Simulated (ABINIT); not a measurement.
Equation of state of rock-salt SnTe (space group 225): energy against volume (ABINIT, PBE)

```
CELL_PARAMETERS angstrom
      0.00000     3.10381     3.10381
      3.10381     0.00000     3.10381
      3.10381     3.10381     0.00000
ATOMIC_POSITIONS crystal
  Sn 0.00000 0.00000 0.00000
  Te 0.50000 0.50000 0.50000
```

Computed with PBE, norm-conserving pseudopotentials (PseudoDojo nc-sr-05 PBE standard) (plane waves; ABINIT). Settings: pseudos = [Sn.upf, Te.upf]; ecut = 1442 eV; occopt = 3; tsmear = 0.01 eV; ngkpt = 9 9 9; nshiftk = 1; shiftk = 0 0 0; potentials = PseudoDojo nc-sr-05 PBE standard; nband = 21; kptopt = 1; nstep = 100; tolvrs = 1e-10. The cell above is the first row's. The rows scale it uniformly. In all rows fractional positions and the k mesh are held. E is the free energy at the stated smearing, counted from the lowest row.

```csv
V (Å^3/atom),E (meV/atom)
29.901,39.64
30.551,23.07
31.201,11.30
31.851,3.82
32.501,0.18
33.151,0.00
33.801,2.92
34.451,8.63
35.101,?
```

Problem. Using the third-order Birch-Murnaghan form, a cubic in V^(-2/3), estimate the missing E at V = 35.101 from the other rows, showing the fit.

Solution. With u = V^(-2/3) - 0.0990, the rows have u = 0.0048029, 0.0033253, 0.0018992, 0.0005217, -0.0008096, -0.0020974, -0.0033437, -0.0045507. Least squares gives E = 1.972 + 3015.1·u + 994269·u² + 2254212·u³. Residuals (row less fit): 0.001, -0.005, 0.000, 0.004, -0.001, -0.001, -0.002, 0.001; standard error 0.004 (degrees of freedom: 4). Its minimum lies at u = -0.0015241, so V0 = (0.0974759)^(-3/2) = 32.86. There d²E/du² = 1968000 and d³E/du³ = 1.353e7, so B0 = (4/9) × 32.86^(-7/3) × 1968000 × 0.160218 = 40.5 GPa (the last factor turns the table's units into GPa), and B0' = 4 + (2/3) × 0.0974759 × (1.353e7)/1968000 = 4.4. The program's pressures in the fitted runs (not shown) pass through zero at V = 32.85, 0.03 % from this V0. At the withheld row, u = -0.0057203, so E = 1.972 + 3015.1 × (-0.0057203) + 994269 × (-0.0057203)² + 2254212 × (-0.0057203)³ = 16.837 meV/atom. The calculation gives 16.85 meV/atom, 0.013 meV/atom above the prediction (under 0.05 % of the range of E in the table). The row lies outside the fitted rows, so this is an extrapolation. From the scatter of the fitted rows alone, a prediction at this place has a standard error of 0.009 meV/atom, so the miss is 1.4 times that.

Carrying the step between the two nearest rows on in a straight line would have given 14.34, off by 2.51; series whose last step already gives the withheld value aren't shown. The scan was laid around a cell of about the measured size, scaled by a guess for this functional. This is the room-temperature phase, which distorts on cooling and is held here by symmetry. The runs keep the symmetry of the cell, so they don't test it for distortions. The PBE files for Sn and Te were generated anew from PseudoDojo's inputs, some of which were changed. Spin-orbit coupling is off. Cutoffs and mesh are single choices, not tested for convergence of this quantity. Series with a scatter that would blur these digits, or in which a gap closes, are not shown. Nor are scans whose minimum lies at an end fitted in this form.
